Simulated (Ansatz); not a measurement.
## Effect of Zr on a Hf site, symmetric start on hypothetical rutile HfS2

The reference is a 12-atom supercell of HfS2 in the rutile structure (space group P4_2/mnm, No. 136; a = 6.024 Å, c = 3.652 Å; a hypothetical phase, not in the database extracts checked) at its relaxed geometry.

Perturbation: one Hf atom is replaced by Zr, atoms relaxed at fixed cell.

Level of theory: Kohn–Sham DFT with the PBEsol functional, run in Ansatz (a program for electronic structure) with PAW and 420 eV plane waves, spin-orbit coupling left out. Γ-centred 5×5×5 mesh, Fermi–Dirac width 0.01 eV.

The pressure goes from zero to 0.6 GPa and the energy gained by relaxation amounts to 0.01 eV. The largest displacement of a host atom from its site in the perfect cell comes out as 0.02 Å.

Final structure:

```yaml
crystal:
  lattice:
    - [6.02373, 0.00000, -3.65201]
    - [0.00000, 6.02373, -3.65201]
    - [0.00000, 6.02373, 3.65201]
  atoms:
    - { symbol: Zr, position: [0.00000, 0.00000, 0.00000] }
    - { symbol: Hf, position: [0.00000, 0.50000, 0.50000] }
    - { symbol: Hf, position: [0.50000, 0.75005, 0.74995] }
    - { symbol: Hf, position: [0.50000, 0.24995, 0.25005] }
    - { symbol: S, position: [0.30217, 0.00000, 0.30217] }
    - { symbol: S, position: [0.30089, 0.50000, 0.80089] }
    - { symbol: S, position: [0.80012, 0.45169, 0.74819] }
    - { symbol: S, position: [0.80012, 0.94806, 0.25181] }
    - { symbol: S, position: [0.19988, 0.05194, 0.74819] }
    - { symbol: S, position: [0.19988, 0.54831, 0.25181] }
    - { symbol: S, position: [0.69783, 0.00000, 0.69783] }
    - { symbol: S, position: [0.69911, 0.50000, 0.19911] }
```

The magnetic state is the one reached from the starting moments; the real material's order can differ, and small cells can't hold many antiferromagnetic ones. In so small a cell the defect repeats every few ångströms: this is an ordered compound, not a dilute defect. The defect started on the symmetric site and kept its symmetry, so it may sit on a saddle. Seeded moments were not kept for Zr on a Hf site. The defect cell is spin-polarised and ends with 0.0 μB.
